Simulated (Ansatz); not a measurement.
**Effect of Se → Pt on MgSe**

Base system: MgSe in the rock salt structure (space group Fm-3m, No. 225; a = 5.472 Å).

It is then changed as follows: every Se is replaced by Pt, then cell and atoms are relaxed.

Level of theory: r2SCAN (Ansatz, an electronic-structure program; PAW; 500 eV plane waves; no spin-orbit coupling). Settings: 15×15×15 k-points, 0.05 eV Fermi–Dirac smearing, for the changed cell.

The lattice parameter a falls by 0.207 Å, from 5.472 Å to 5.265 Å and the space group remains Fm-3m (No. 225). The band gap goes from 2.48 eV to zero.

Spin-orbit coupling, missing from the scalar runs, can matter with Pt. Stability against distortions was not tested. As relaxed here, MgPt is a hypothetical phase, not in the database extracts checked. The final runs are not spin-polarised.
